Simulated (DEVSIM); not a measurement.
Device: abrupt In0.53Ga0.47As p-n junction, at 350 K.

```
layer (left to right)        material  thickness (μm)  Nd (cm⁻³)  Na (cm⁻³)  τn (s)  τp (s)
---------------------  --------------  --------------  ---------  ---------  ------  ------
1                      In0.53Ga0.47As            1.80          -     2.2e17  1.3e-9  1.3e-9
2                      In0.53Ga0.47As            5.60     1.7e15          -  1.3e-9  1.3e-9
```

Left contact: ohmic. Right contact: ohmic. Voltage is applied to the left contact. Recombination: SRH at mid-gap. Mobility is μmin + (μ − μmin)/(1 + (N/Nref)^α).

This is a model device: material constants are rounded textbook-type values typed into the input, and sizes, dopings and lifetimes were drawn at random. Values at 300 K; Nc and Nv go as T^1.5, mobilities as T to minus their exponent, the gap by Varshni's rule with the affinity fixed.

| parameter | In0.53Ga0.47As |
|---|---|
| gap (eV) | 0.74 |
| affinity (eV) | 4.51 |
| permittivity | 13.9 |
| Nc (cm⁻³) | 2.1e17 |
| Nv (cm⁻³) | 7.7e18 |
| μn (cm²/Vs) | 12000 |
| μp (cm²/Vs) | 300 |
| μn,min | 300 |
| μp,min | 10 |
| Nref,n | 1.3e17 |
| Nref,p | 4.9e17 |
| αn | 0.48 |
| αp | 0.4 |
| T exponent of μn | 1.6 |
| T exponent of μp | 1.6 |
| Varshni α (eV/K) | 0.00035 |
| Varshni β (K) | 190 |

Model (solved in DEVSIM): 1D drift-diffusion, Boltzmann statistics, complete ionisation; no tunnelling, impact ionisation, image-force lowering or self-heating.

Tabulate band edges, carrier densities and field at -20.0 V on the left contact.

Energies count from the Fermi level of the right contact; mesh points crowd at the junctions.

| x (μm) | Ec (eV) | Ev (eV) | n (cm⁻³) | p (cm⁻³) | field (V/cm) |
|---|---|---|---|---|---|
| 0.000 | 20.611 | 19.886 | 4.3e8 | 2.2e17 | ≈ 0 |
| 0.02577 | 20.611 | 19.886 | 4.2e8 | 2.2e17 | ≈ 0 |
| 0.08260 | 20.611 | 19.886 | 4.1e8 | 2.2e17 | ≈ 0 |
| 0.1946 | 20.611 | 19.886 | 3.8e8 | 2.2e17 | ≈ 0 |
| 0.5440 | 20.611 | 19.886 | 3.0e8 | 2.2e17 | ≈ 0 |
| 1.067 | 20.611 | 19.886 | 1.7e8 | 2.2e17 | ≈ 0 |
| 1.468 | 20.611 | 19.886 | 7.5e7 | 2.2e17 | ≈ 0 |
| 1.687 | 20.611 | 19.886 | 2.0e7 | 2.2e17 | ≈ 0 |
| 1.757 | 20.603 | 19.878 | 3900000 | 1.7e17 | -7200 |
| 1.793 | 20.482 | 19.757 | 960000 | 3.1e15 | -75000 |
| 1.814 | 20.295 | 19.570 | 3900000 | 6.3e12 | -94000 |
| 1.876 | 19.714 | 18.989 | 3.4e7 | 7.3e10 | -93000 |
| 1.983 | 18.732 | 18.007 | 8.7e7 | 7.3e10 | -91000 |
| 2.222 | 16.627 | 15.902 | 2.2e8 | 7.3e10 | -85000 |
| 2.954 | 10.975 | 10.250 | 7.6e8 | 7.1e10 | -69000 |
| 4.216 | 4.012 | 3.287 | 2.7e9 | 6.7e10 | -41000 |
| 5.885 | 0.222 | -0.502 | 1.7e14 | 9.9e9 | -4400 |
| 6.681 | 0.152 | -0.573 | 1.7e15 | 3.2e10 | -10 |
| 7.143 | 0.152 | -0.573 | 1.7e15 | 4.8e10 | ≈ 0 |
| 7.288 | 0.152 | -0.573 | 1.7e15 | 5.2e10 | ≈ 0 |
| 7.361 | 0.152 | -0.573 | 1.7e15 | 5.4e10 | ≈ 0 |
| 7.400 | 0.152 | -0.573 | 1.7e15 | 5.5e10 | ≈ 0 |
